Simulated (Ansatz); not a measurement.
Base system: BaTiO₃ (space group P4mm, No. 99; a = 3.972 Å, c = 4.113 Å). Axes: x, y, z lie along a, b, c of the conventional cell.

Levels (all Ansatz, a quantum-chemistry and plane-wave program, PAW): r2SCAN (500 eV, without spin-orbit coupling); HSE06 (420 eV, no spin-orbit coupling).

Its gap is 2.23 eV with r2SCAN and 3.31 eV with HSE06.

One thing is altered: tensor shear ε_yz = +1.57 % (engineering shear γ = 0.0314); the atoms relax in the strained cell.

With r2SCAN the gap becomes 2.45 eV.

If the HSE06 correction stayed the same, what would the HSE06 gap be, and what does the HSE06 run give?

A rigid correction of +1.08 eV gives 3.53 eV. The HSE06 run gives 3.53 eV, so the two effects roughly add.

Single points use the geometry relaxed with r2SCAN. The hybrid gap comes from the SCF mesh plus the semilocal run's edge points and a few special points and is an upper bound. Stability against distortions was not tested. The final runs are not spin-polarised.
